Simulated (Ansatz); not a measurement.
Base system: a 12-atom supercell of Al₂Cu (space group I4/mcm, No. 140; a = 6.006 Å, c = 4.791 Å) at its relaxed geometry.

Method: r2SCAN, PAW, 500 eV (Ansatz, a quantum-chemistry and plane-wave program; no spin-orbit coupling), earlier PAW set.

One neutral defect a cell, atoms relaxed at fixed cell.

One change was made to it. Results:

The pressure increases by 9.8 GPa to 9.9 GPa; the largest displacement of a host atom from its site in the perfect cell is 0.83 Å.

### Question
What was done to the base?
(A) Al vacancy
(B) H interstitial (started 1.73 Å from the nearest host atom)
(C) Li interstitial (started 1.73 Å from the nearest host atom)

### Answer
C, Li interstitial (started 1.73 Å from the nearest host atom). For comparison, the pressure in the other runs: H interstitial (started 1.73 Å from the nearest host atom) gives 4.0 GPa; Al vacancy gives -2.4 GPa.

In so small a cell the defect repeats every few ångströms: this is an ordered compound, not a dilute defect. The final runs are not spin-polarised.
